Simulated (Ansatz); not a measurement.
The reference is Al in the fcc (Cu type) structure (space group Fm-3m, No. 225; relaxed with 0.1 eV smearing).

```
CELL_PARAMETERS angstrom
      0.00000     2.00773     2.00773
      2.00773     0.00000     2.00773
      2.00773     2.00773     0.00000
ATOMIC_POSITIONS crystal
  Al 0.00000 0.00000 0.00000
```

Cartesian axes are those of the cell as printed.

The values are results of DFT with PBEsol, PAW potentials and a 420 eV plane-wave cutoff in Ansatz (a quantum-chemistry and plane-wave program), no spin-orbit coupling, not measurements.

Now apply this change: uniaxial strain ε_zz = +3.00 %, all other strain components held at zero; the atoms relax in the strained cell.

Task: Predict the stress tensor and what it implies for the stiffness.

Result: Stress of the strained cell less that of the base (GPa, compression positive):
```
   -1.8     0.0     0.0
    0.0    -1.8     0.0
    0.0     0.0    -3.0
```

Then −Δσ_ii/ε with ε = 0.0300 gives secant stiffness values (nonlinear terms included at this strain): C33 ≈ 101 GPa, C13 ≈ 60 GPa and C23 ≈ 60 GPa.

As a check, the harmonic strain energy −½ V₀ Δσ:ε is 4.6 meV/atom; the computed energy rise is 4.8 meV/atom.

Stability against distortions was not tested.
